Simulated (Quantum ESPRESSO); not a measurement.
# Convergence series on Sn2P2O7 (P-1, 22 atoms in the cell)

```
Sn2P2O7
1.0
    7.26718     0.00000     0.00000
    3.41186     6.59603     0.00000
    1.19194     0.59770     7.31006
Sn P O
4 4 14
Direct
  0.09280   0.23999   0.17172
  0.90720   0.76001   0.82828
  0.29746   0.62019   0.32761
  0.70254   0.37981   0.67239
  0.21741   0.25176   0.66417
  0.78259   0.74824   0.33583
  0.64453   0.17439   0.14507
  0.35547   0.82561   0.85493
  0.08857   0.22870   0.52703
  0.91143   0.77130   0.47297
  0.06140   0.36353   0.83251
  0.93860   0.63647   0.16749
  0.38434   0.02431   0.74437
  0.61566   0.97569   0.25563
  0.41458   0.34647   0.14153
  0.58542   0.65353   0.85847
  0.35918   0.35447   0.57699
  0.64082   0.64553   0.42301
  0.24909   0.88867   0.05100
  0.75091   0.11133   0.94900
  0.22653   0.76930   0.74428
  0.77347   0.23070   0.25572
```

Computed with PBEsol, GBRV 1.5 ultrasoft (PBESOL) pseudopotentials (plane waves; Quantum ESPRESSO).

The starting cell comes from a database of computed structures (which also holds hypothetical and non-ambient phases and stackings), without a prior relaxation at this level. Its lattice was rescaled by a random factor within 2.5 % of one. In the base run, with a pressure of about -9 GPa the cell is away from its equilibrium volume at this level. In the base run, forces exceed 1 eV/Å. Another mesh or the band path of this cell gives a smaller gap, so this value is not converged in the mesh.

Held fixed: occupations = smearing; smearing = fd; degauss = 0.000734986 Ry; potentials = {Sn: sn_pbesol_v1.4.uspp.F.UPF, P: p_pbesol_v1.5.uspp.F.UPF, O: o_pbesol_v1.2.uspp.F.UPF}; K_POINTS = automatic 3 3 2 0 0 0; conv_thr = 1e-09 Ry; mixing_beta = 0.4. Moved along with it: ecutrho.

ΔF is the free energy per atom less that of the last row (60 Ry).

The series runs over ecutwfc = 16 Ry; 20 Ry; 24 Ry; 28 Ry; 32 Ry; 36 Ry; 40 Ry; 46 Ry; 52 Ry; 60 Ry.

Task: From which setting on does the energy stay within 10 meV/atom of the last one?

Result: From ecutwfc = 52 Ry on; the one before it is off by 25 meV/atom. Only the last setting checks this, so the series should go further.

Task: From which setting on does the pressure stay within 1 GPa of the last one?

Result: From ecutwfc = 36 Ry on; the one before it is off by 5.8 GPa. The value it settles on is -8.6 GPa at this level of theory and with the other settings as held.

```
ecutwfc  ΔF (meV/atom)  pressure (GPa)  largest force (eV/Å)  gap on the mesh (eV)  plane waves  iterations
-------  -------------  --------------  --------------------  --------------------  -----------  ----------
16 Ry           6072.9         -148.76                 1.627                 2.558         2574          12
20 Ry           2406.8          -80.81                 0.786                 2.821         3586          14
24 Ry            935.5          -46.34                 1.181                 2.904         4714          14
28 Ry            314.6          -25.63                 1.048                 2.930         5934          14
32 Ry             93.7          -14.37                 1.082                 2.936         7239          14
36 Ry             38.9           -9.53                 1.098                 2.936         8648          14
40 Ry             33.1           -8.52                 1.096                 2.936        10117          14
46 Ry             25.1           -9.22                 1.097                 2.937        12478          14
52 Ry              9.3           -9.25                 1.102                 2.937        14996          14
60 Ry             0.00           -8.60                 1.104                 2.937        18588          14
```

Gaps are taken between levels on the mesh.
